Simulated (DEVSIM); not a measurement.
Structure: Ni/SiO2/p-Ge capacitor, at 300 K.

| layer (left to right) | material | thickness (nm) | Na (cm⁻³) |
|---|---|---|---|
| 1 | SiO2 | 46.0 | - |
| 2 | Ge | 18000 | 2.2e14 |

Metal gate on the left, work function 5.1 eV. Fixed charge at the semiconductor interface -1.5e11 cm⁻² (in units of +e); no interface traps.

Constants are typed, rounded textbook-type inputs, not results; the design itself was drawn at random and stands for no fabricated device. Values at 300 K.

```csv
parameter,SiO2,Ge
gap (eV),9,0.664
affinity (eV),0.9,4
permittivity,3.9,16
Nc (cm⁻³),-,1.04e19
Nv (cm⁻³),-,6e18
```

DEVSIM, 1D Poisson equation in equilibrium, Boltzmann statistics, complete ionisation; no quantum confinement or tunnelling. Metal contacts follow the ideal Schottky-Mott rule: no Fermi-level pinning, no interface dipoles.

Question: Tabulate band edges, carrier densities and field at 1.25 V on the gate.

Answer: Energies count from the Fermi level of the right contact; mesh points crowd at the junctions.

```
x (μm)    Ec (eV)  Ev (eV)  n (cm⁻³)  p (cm⁻³)  field (V/cm)
--------  -------  -------  --------  --------  ------------
0.000       2.950   -6.050     < 1e2     < 1e2         84000
0.002093    2.968   -6.032     < 1e2     < 1e2         84000
0.007765    3.015   -5.984     < 1e2     < 1e2         84000
0.02300     3.144   -5.856     < 1e2     < 1e2         84000
0.04095     3.295   -5.705     < 1e2     < 1e2         84000
0.04491     3.329   -5.671     < 1e2     < 1e2         84000
0.04652     0.238   -0.426    1.0e15    4.2e11          3600
0.05183     0.240   -0.424    9.7e14    4.5e11          3500
0.06484     0.244   -0.420    8.2e14    5.4e11          3300
0.1021      0.256   -0.408    5.2e14    8.4e11          3000
0.2085      0.284   -0.380    1.8e14    2.5e12          2300
0.7242      0.364   -0.300    8.0e12    5.5e13           930
1.988       0.399   -0.265    2.0e12    2.1e14            27
5.602       0.400   -0.264    2.0e12    2.2e14           ≈ 0
14.32       0.400   -0.264    2.0e12    2.2e14           ≈ 0
16.74       0.400   -0.264    2.0e12    2.2e14           ≈ 0
17.61       0.400   -0.264    2.0e12    2.2e14           ≈ 0
17.89       0.400   -0.264    2.0e12    2.2e14           ≈ 0
18.01       0.400   -0.264    2.0e12    2.2e14           ≈ 0
18.03       0.400   -0.264    2.0e12    2.2e14           ≈ 0
18.04       0.400   -0.264    2.0e12    2.2e14           ≈ 0
18.05       0.400   -0.264    2.0e12    2.2e14           ≈ 0
```
